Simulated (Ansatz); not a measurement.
A periodic model of amorphous Hf18O39La2:

```
CELL_PARAMETERS angstrom
      9.09855     0.08353    -0.16737
      0.08353     9.19523    -0.18516
     -0.16737    -0.18516     9.33865
ATOMIC_POSITIONS crystal
  Hf 0.88340 0.38862 0.58808
  Hf 0.24221 0.17302 0.62983
  Hf 0.99991 0.14631 0.90835
  Hf 0.18160 0.51779 0.77147
  Hf 0.67710 0.99387 0.82607
  Hf 0.45541 0.53444 0.09180
  Hf 0.35530 0.20757 0.05037
  Hf 0.06953 0.47491 0.07728
  Hf 0.22625 0.82017 0.23723
  Hf 0.35981 0.84476 0.56948
  Hf 0.70351 0.34898 0.92338
  Hf 0.77870 0.58110 0.27104
  Hf 0.00220 0.18350 0.28502
  Hf 0.90350 0.87271 0.09175
  Hf 0.64486 0.12054 0.49132
  Hf 0.54794 0.49439 0.66341
  Hf 0.30019 0.87787 0.90833
  Hf 0.56631 0.87711 0.20310
  O  0.46002 0.64322 0.54548
  O  0.56346 0.65275 0.25301
  O  0.05840 0.28250 0.72702
  O  0.40446 0.75118 0.05363
  O  0.06623 0.51561 0.58265
  O  0.13579 0.22763 0.10930
  O  0.25440 0.72082 0.75192
  O  0.68284 0.87715 0.01435
  O  0.88860 0.09639 0.10660
  O  0.40594 0.35549 0.20680
  O  0.91648 0.34259 0.98007
  O  0.61657 0.07326 0.29235
  O  0.23266 0.09875 0.86649
  O  0.23890 0.59651 0.19070
  O  0.47601 0.89352 0.77548
  O  0.63019 0.33850 0.53345
  O  0.34989 0.38311 0.65295
  O  0.52744 0.49962 0.88265
  O  0.67508 0.44015 0.12138
  O  0.72294 0.94718 0.60805
  O  0.36973 0.00359 0.11236
  O  0.97194 0.40847 0.27757
  O  0.94085 0.65325 0.14836
  O  0.04560 0.94885 0.29483
  O  0.80797 0.57585 0.48167
  O  0.78058 0.81976 0.28779
  O  0.55307 0.17853 0.93463
  O  0.26819 0.41755 0.95821
  O  0.17648 0.22728 0.43243
  O  0.44100 0.08106 0.57634
  O  0.78932 0.18157 0.78786
  O  0.86952 0.19095 0.46384
  O  0.16790 0.96711 0.60867
  O  0.18526 0.73493 0.43623
  O  0.76374 0.47242 0.75045
  O  0.40500 0.87843 0.35938
  O  0.12117 0.86064 0.03505
  O  0.90455 0.94177 0.86718
  O  0.03159 0.58259 0.89806
  La 0.25950 0.47681 0.40992
  La 0.95097 0.83026 0.51664
```

Methods: PBE, scalar-relativistic without spin-orbit coupling (Ansatz, a quantum-chemistry and plane-wave program); r2SCAN, scalar-relativistic without spin-orbit coupling (Ansatz); HSE06, scalar-relativistic without spin-orbit coupling (Ansatz). Neutral PBE cell, which sets geometry, pressure and energy: sampling: a 2×2×2 Γ-centred mesh; Fermi-Dirac width 0.02 eV; no spin polarisation. Exact exchange is cut at the faces of this 9 Å cell, which leaves hybrid gaps a finite-size error.

Preparation: random packing, a CHGNet melt and quench, and a DFT relaxation. O atoms were pushed apart under 1.9 Å during the dynamics, to hinder bonds among them. The hot cell started wider than the set density and was brought back towards it in steps. It is the lowest in DFT energy of 2 quenches. It is a model cell: composition and starting density were chosen by hand, and all elements were melted together. No dispersion term was used. Its density started from a set value of 8.75 and ended at 8.75 g/cm³. The simulated quench (nominally 300 K/ps over its main leg) is rapid and tends to freeze in more defects than a deposited or slowly cooled glass has. Values belong to this one cell and scatter from quench to quench. The volume was held where the preparation left it and the shape relaxed.

Q: Give the pressure, the energy against reference phases and the spacing of the highest filled and lowest empty levels.

A: 
- Pressure on a 2×2×2 Γ-centred mesh = 2.26 GPa
- Largest force and stress component on that mesh (the relaxation ran on the zone centre alone) = 0.09 eV/Å and 2.3 GPa
- Energy relative to HfO2 (P2_1/c) + hexagonal La2O3 (lowest mix at this level among the phases computed, not always the ambient ones) = 0.157 eV/atom
- Level gap on a 2×2×2 Γ-centred mesh (PBE) = 3.95 eV
- Level gap at the zone centre (PBE) = 3.99 eV
- Level gap at the zone centre (r2SCAN) = 4.47 eV
- Level gap at the zone centre (HSE06) = 5.56 eV
- Distance between the nearest levels spread over more than a fifth of the atoms or a third of the atoms of their main element (six at least) (PBE, zone centre) = 4.09 eV

Q: At PBE and the zone centre, how localised are the states just below and above the Fermi level (participation number: the atoms over which a state spreads)?

A: The highest filled state is spread over 10.5 atoms' worth, largest on O57, with weights by element (charge in smoothed Voronoi cells) O 0.95, Hf 0.05, La 0.00. The lowest empty state is spread over 16.3 atoms' worth, largest on La59, with weights by element (charge in smoothed Voronoi cells) Hf 0.48, O 0.35, La 0.17.

At PBE the levels at the filled edge of the gap are localised (band-tail or defect states).

Neighbours within Hf-Hf 3.34 Å, Hf-O 2.62 Å, Hf-La 3.65 Å, O-O 1.58 Å, O-La 3.00 Å, La-La 3.96 Å count as bonded. Two cations that share two anions don't count as bonded, nor two that share one unless they lie closer than Hf-Hf 3.25 Å, Hf-La 3.55 Å, La-La 3.85 Å.

Added carriers, by PBE, scalar-relativistic without spin-orbit coupling (Ansatz) on the zone centre alone. Charged cells keep the cell fixed and stand in a uniform background, with no image correction, at a width of 0.01 eV; where the count is odd the moment is locked at 1 μB, unless the neutral cell bore moments. Each starts from the undistorted neutral geometry alone. PBE's self-interaction favours spread-out carriers, so it can miss traps that a hybrid finds.

Q: What happens at PBE when the cell takes an extra electron and the atoms relax?

A: Relaxation lowers the charged cell by 0.38 eV. The largest moves are O45 0.15 Å, O28 0.13 Å, O39 0.12 Å, Hf11 0.11 Å. The level that holds the added charge spreads over 9.2 atoms' worth, most on Hf6 (weight 0.20): a partly localised carrier. No bond crosses its cut-off with a change of over 0.15 Å (metal-metal contacts aside). Made neutral again at that geometry, the cell lies +0.69 eV from the neutral start.

Q: What happens at PBE when the cell takes a hole and the atoms relax?

A: Relaxation lowers the charged cell by 0.14 eV. The largest moves are O57 0.16 Å, O29 0.12 Å, O25 0.11 Å, Hf8 0.10 Å. The level that was emptied spreads over 4.3 atoms' worth, most on O57 (weight 0.40): a localised (trapped) carrier, which neighbours of that atom can share. No bond crosses its cut-off with a change of over 0.15 Å (metal-metal contacts aside). Made neutral again at that geometry, the cell lies +0.56 eV from the neutral start.
